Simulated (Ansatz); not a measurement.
# W2C: pressure series

Base system: W$_{2}$C (space group P-31m, No. 162; a cell from a computed database, its experimental status unchecked).

```cif
data_C3W6
_chemical_formula_sum 'W6 C3'
_space_group_name_H-M_alt 'P-31m'
_space_group_IT_number 162
_space_group_name_Hall '-P 3 2'
_cell_length_a 5.20056
_cell_length_b 5.20056
_cell_length_c 4.73749
_cell_angle_alpha 90.000
_cell_angle_beta 90.000
_cell_angle_gamma 120.000
loop_
_atom_site_label
_atom_site_type_symbol
_atom_site_symmetry_multiplicity
_atom_site_Wyckoff_symbol
_atom_site_fract_x
_atom_site_fract_y
_atom_site_fract_z
_atom_site_occupancy
W1 W 6 k 0.33200 0.33200 0.75218 1
C1 C 1 a 0.00000 0.00000 0.00000 1
C2 C 2 d 0.33333 0.66667 0.50000 1
```

Cell and atoms are relaxed at each pressure.

Method: PBEsol (Ansatz, a program for electronic structure; PAW; 420 eV plane waves; no SOC).

```
pressure (GPa)  volume per atom (Å³/atom)
--------------  -------------------------
-2                                 12.399
-1                                 12.364
0                                  12.329
0.3                                     ?
0.7                                12.305
1.5                                12.278
3                                  12.228
5                                  12.163
10                                 12.007
```

Question: Fit the third-order Birch–Murnaghan form P(V) = (3B₀/2)[(V₀/V)^(7/3) − (V₀/V)^(5/3)]·[1 + (3/4)(B₀′ − 4)((V₀/V)^(2/3) − 1)] (squares taken in P) to the rows shown and predict the withheld row.

Answer: Least squares on the printed values gives V₀ = 12.329 Å³/atom, B₀ = 358 GPa, B₀′ = 4.0; this predicts 12.319 Å³/atom, and the run gives 12.319 Å³/atom, in agreement.

Load acts through the strain it causes; cell and atoms are relaxed under it. Whether these cells are dynamically stable was not tested. Competing high-pressure phases were not computed. The final runs are not spin-polarised.
